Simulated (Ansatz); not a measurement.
## Response to strain in ZrSi2

The parent structure is ZrSi2 (space group Cmcm, No. 63; a = 3.675 Å, b = 14.571 Å, c = 3.656 Å). Axes: x, y, z lie along a, b, c of the conventional cell.

Strains are applied to the cell and any free atomic positions relax.

Calculations: Ansatz (a quantum-chemistry and plane-wave program) PBEsol, no SOC, earlier PAW set.

Candidates:
(a) uniaxial strain ε_yy = +1.59 %
(b) isotropic strain +4.15 %
(c) isotropic strain −1.16 %

Notes on the quantities. energy relative to the base: free energy F.

Question: Order them by energy relative to the base, highest first.

Answer: (b) isotropic strain +4.15 % (+95 meV/atom), (c) isotropic strain −1.16 % (+8.8 meV/atom), (a) uniaxial strain ε_yy = +1.59 % (+2.4 meV/atom)

Without a gap, meshes like the base's 13×13×13 leave anisotropic stresses uncertain by several tenths of a GPa, and small strain energies with them. Whether these cells are dynamically stable was not tested. All final runs are without spin polarisation.
